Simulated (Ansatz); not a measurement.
## PBE against PBEsol: hypothetical diamond Bi, pressure −1 GPa

The parent structure is Bi in the diamond structure (space group Fd-3m, No. 227; a = 7.2894 Å; a hypothetical phase, not in the database extracts checked).

(Cell as relaxed with PBE.)

Levels (all Ansatz, a first-principles code, PAW): PBE (420 eV, no SOC); PBEsol (420 eV, no SOC).

Each level relaxes its own structure.

```csv
base,PBE,PBEsol
volume per atom,48.42 Å³,45.97 Å³
lattice parameter a,13.775 bohr,13.539 bohr
band gap,zero,zero
```

Modification: a negative pressure, −1 GPa.

```tsv
quantity	PBE	PBEsol
shortest interatomic distance	6.041 bohr	5.929 bohr
band gap	zero	zero
```

PBE's shortest interatomic distance lies 0.112 bohr above PBEsol's (1.9 %); the two agree on the band gap. Neither level is exact; PBEsol is the comparison here, not a measurement.

Load acts through the strain it causes; cell and atoms are relaxed under it. Stability against distortions was not tested.
